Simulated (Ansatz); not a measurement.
Take PtSe₂ in the CdI2 type structure (space group P-3m1, No. 164; layered; relaxed with 0.1 eV smearing) as the base.

```
CELL_PARAMETERS angstrom
      3.77223     0.00000     0.00000
     -1.88611     3.26684     0.00000
      0.00000     0.00000     4.82115
ATOMIC_POSITIONS crystal
  Pt 0.00000 0.00000 0.00000
  Se 0.33333 0.66667 0.26550
  Se 0.66667 0.33333 0.73450
```

The values are results of Ansatz (an electronic-structure program), PBE-D3(BJ), PAW, cutoff 420 eV, no spin-orbit coupling, not measurements.

Strains are applied to the cell and any free atomic positions relax.

One change was made to it. Results:

The energy goes up by 11 meV/atom; the largest internal atomic displacement amounts to 0.037 Å; the pressure (mean of the normal stresses, compression positive) goes from zero to 4.2 GPa.

### Question
Which change produced these results?
(A) isotropic strain −1.50 %
(B) isotropic strain +1.50 %
(C) isotropic strain −0.50 %
(D) isotropic strain −3.00 %

### Answer
A, isotropic strain −1.50 %. For comparison, the energy relative to the base in the other runs: isotropic strain −0.50 % gives +1.1 meV/atom; isotropic strain +1.50 % gives +9.6 meV/atom; isotropic strain −3.00 % gives +47 meV/atom.

No phonon test of stability was made. All final runs are without spin polarisation.
